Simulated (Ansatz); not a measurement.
**LaC₂ (I4/mmm, No. 139)**

These are r²SCAN+rVV10 (plane waves, PAW; Ansatz, a first-principles code) values and carry that method's errors.

Settings: plane-wave cutoff 560 eV, 20×20×20 k mesh, Fermi–Dirac smearing 0.05 eV, scalar-relativistic PAW data made under PBE.

Cell (relaxed at this level):

Space group I4/mmm (No. 139); a = b = 3.936 Å, c = 6.564 Å, α = β = γ = 90.00°

```
atom  site  symmetry       x       y       z
----  ----  --------  ------  ------  ------
La      2a     4/mmm  0.0000  0.0000  0.0000
C       4e       4mm  0.0000  0.0000  0.4019
```
(The calculation used a cell of 3 atoms; values per cell refer to that cell.)

| Property | Result |
|---|---|
| band gap | zero (no gap) |

Spin–orbit coupling is not included; it can open a gap where bands touch, and shift volumes and moduli.

Computed values are for the static lattice.

It cost very roughly 8 core-minutes of CPU time.
